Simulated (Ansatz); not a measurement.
Results of PBEsol+SOC (Ansatz, an electronic-structure program, PAW) for GaAl3As4 (model structure, P-4m2, No. 115, 8 atoms in the cell).

Settings: plane-wave cutoff 520 eV, 8×8×4 k mesh (along the axes of the cell as run), Fermi–Dirac smearing 0.01 eV, PAW data made under PBE.

Cell (relaxed with PBEsol):

```xyz
8
Lattice="4.0115 0.0000 0.0000 0.0000 4.0115 0.0000 0.0000 0.0000 11.3352" Properties=species:S:1:pos:R:3 pbc="T T T"
Ga     0.0000     0.0000     0.0000
As     2.0057     0.0000     1.4156
Al     2.0057     2.0057     2.8299
As     0.0000     2.0057     4.2484
Al     0.0000     0.0000     5.6676
As     2.0057     0.0000     7.0868
Al     2.0057     2.0057     8.5053
As     0.0000     2.0057     9.9196
```

Question: Predict the band gap and smallest direct gap on the k points sampled.

Answer: 
* **band gap**: 1.23 eV
* **smallest direct gap on the k points sampled**: 1.25 eV

Note: the relaxation could raise the start's symmetry but not lower it, so the cell can be a saddle point.

Computed values are for the static lattice.

Cost on a shared machine: around 4 core-minutes (rough).

A model structure was made by putting elements into a prototype or built by hand; it is no filed structure, need not be a known phase, and can be a saddle point held by its symmetry.
